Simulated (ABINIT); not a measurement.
ABINIT run on SrAlSi (P-6m2, 3 atoms in the cell): self-consistent single point.

Method: PBEsol, spin-orbit coupling, norm-conserving pseudopotentials (PseudoDojo nc-fr-04 PBEsol standard) (plane waves; ABINIT).

```
CELL_PARAMETERS angstrom
      4.24978     0.00000     0.00000
     -2.12489     3.68042     0.00000
      0.00000     0.00000     4.77950
ATOMIC_POSITIONS crystal
  Sr 0.00000 0.00000 0.00000
  Al 0.66667 0.33333 0.50000
  Si 0.33333 0.66667 0.50000
```

Reference input (self-consistent single point, DFT, PBEsol, plane waves, norm-conserving pseudopotentials (PseudoDojo nc-sr-04 PBEsol standard)): pseudos = [Sr.upf, Al.upf, Si.upf]; ecut = 34 Ha; occopt = 7; tsmear = 0.00367493 Ha; ngkpt = 6 6 5; nshiftk = 1; shiftk = 0 0 0; potentials = PseudoDojo nc-sr-04 PBEsol standard; nband = 14; kptopt = 1; nstep = 50; toldfe = 1e-09 Ha. This run's input differs from it in these lines:

```diff
@@ -1,2 +1,2 @@
-# SrAlSi, PseudoDojo nc-sr-04 PBEsol standard
+# SrAlSi, PseudoDojo nc-fr-04 PBEsol standard
 pp_dirpath "./"
@@ -17,5 +17,7 @@
 ecut 34 Ha
+nspinor 2
+nspden 1
 occopt 7
 tsmear 0.00367493
-nband 14
+nband 29
 kptopt 1
```

Its files differ too (potentials: PseudoDojo nc-sr-04 PBEsol standard → PseudoDojo nc-fr-04 PBEsol standard).

Log, with long lists cut:

```
  - Atom type    3 has spin-orbit characteristics (pspso=  2)
  Nonlocal part applied using Legendre polynomials
  Max number of non-local projectors over l and type   4
  Highest angular momentum +1 .......   3
  Max number of (l,n)   components ..  16
  Max number of (l,m,n) components ..  16

 Pseudo-Core Charge Info:
   Number of radial points for pseudo-core charge .. 2501
   XC core-correction treatment (optnlxccc) ........    1
   Radius for pseudo-core charge for each type .....

  - Atom type    1 has pseudo-core radius ..  3.9300
  - Atom type    2 has pseudo-core radius ..  5.7500
  - Atom type    3 has pseudo-core radius ..  4.8600

 Info on the Q-grid used for form factors in spline form:
   Number of q-points for radial functions ffspl ..   3001
   Number of q-points for vlspl ...................   3001
   vloc is computed in Reciprocal Space
   model core charge treated in real-space

  XC functional for type 1 is -116133
  Pseudo valence available: yes
  XC functional for type 2 is -116133
  Pseudo valence available: yes
  XC functional for type 3 is -116133
  Pseudo valence available: yes

 symatm: atom number 1 is reached starting at atom
   1  1  1  1  1  1  1  1  1  1  1  1
 symatm: atom number 2 is reached starting at atom
   2  2  2  2  2  2  2  2  2  2  2  2
 symatm: atom number 3 is reached starting at atom
   3  3  3  3  3  3  3  3  3  3  3  3

--- !BUG
src_file: m_inwffil.F90
src_line: 2703
mpi_rank: 0
message: |
    When nspinor2 is 2, nbd2 must be even, while it is nbd2=29
...

  Action: contact ABINIT group (please attach the output of `abinit -b`)

 abinit_abort: decision taken to exit. Check above messages for more info
Abort(13) on node 0 (rank 0 in comm 0): application called MPI_Abort(MPI_COMM_WORLD, 13) - process 0

--- !BUG
src_file: m_inwffil.F90
src_line: 2703
mpi_rank: 0
message: |
    When nspinor2 is 2, nbd2 must be even, while it is nbd2=29
...

  Action: contact ABINIT group (please attach the output of `abinit -b`)
```

The program stopped before any SCF iteration. 

The starting cell comes from a database of computed structures (which also holds hypothetical and non-ambient phases and stackings), without a prior relaxation at this level.
